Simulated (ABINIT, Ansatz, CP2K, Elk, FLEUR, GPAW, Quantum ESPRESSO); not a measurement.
# One structure in several programs: Ga3P (I4/mmm, 4 atoms in the cell)

Self-consistent single point, at a second geometry (lattice scaled by 0.98). First geometry:

```yaml
crystal:
  lattice:
    - [-1.88304, 1.88304, 5.19306]
    - [1.88304, -1.88304, 5.19306]
    - [1.88304, 1.88304, -5.19306]
  atoms:
    - { symbol: Ga, position: [0.75000, 0.25000, 0.50000] }
    - { symbol: Ga, position: [0.25000, 0.75000, 0.50000] }
    - { symbol: Ga, position: [0.50000, 0.50000, 0.00000] }
    - { symbol: P, position: [0.00000, 0.00000, 0.00000] }
```

Shared settings, as Ansatz (a quantum-chemistry and plane-wave program) writes them: kpoints.mp_grid.grid = 8 8 8; scf.occupations.method = fermi_dirac; scf.occupations.width = 0.1 eV. Potentials and cutoffs stand in the table.

```csv
code,model,ΔF from the first geometry (meV/atom),pressure (GPa),cutoff
Quantum ESPRESSO,"PBEsol, PseudoDojo standard norm-conserving (PBESOL) pseudopotentials",-11.7,0.25,80 Ry
CP2K,"PBEsol, GPW, DZVP-MOLOPT-SR-GTH basis, GTH-PBE potentials (GTH_POTENTIALS)",-6.2,1.17,grid 600 Ry
Elk,"PBEsol, all-electron FP-LAPW, Elk's shipped species files, default APW+lo basis",-10.0,–,rgkmax 7
ABINIT,"PBEsol, norm-conserving pseudopotentials (PseudoDojo nc-sr-04 PBEsol standard)",-11.7,0.25,40 Ha
GPAW,"PBEsol, GPAW PAW datasets PBEsol (made by gpaw-setup)",-9.8,0.69,600 eV
FLEUR,"PBEsol, all-electron FLAPW (FLEUR), scalar-relativistic valence",-11.2,–,Kmax 4.3 1/bohr
Ansatz,"PBEsol, PAW files made with PBE",-12.3,0.16,default
```

A dash marks a value that a program does not give, or that is left out as unsure.

No clean gap comes from Quantum ESPRESSO, CP2K, Elk, ABINIT, GPAW and Ansatz: levels at the Fermi energy touch, overlap or are partly filled at this smearing.

The spread over the programs that give each value: ΔF from the first geometry within 6.1 meV/atom; pressure within 1.01 GPa.

CP2K uses small atom-centred bases, whose incompleteness enters pressures, forces and empty levels differently from a plane-wave cutoff. Elk and FLEUR treat all electrons, but the usual bases taken here (sphere radii, linearisation, local orbitals, empty states) were not tested for convergence, so the values are no reference for the others. Ansatz's pressure is given at a fixed set of plane waves, as the other plane-wave codes print theirs; with its correction for the finite basis it is 0.20 GPa.

The starting cell comes from a database of computed structures (which also holds hypothetical and non-ambient phases and stackings), without a prior relaxation at this level. For this run, on top of that: lattice scaled by 0.98.

Left out of this page: SIESTA (unsound by tests on forces, stress, charge or solver warnings).

Keys are those of Ansatz 0.2.
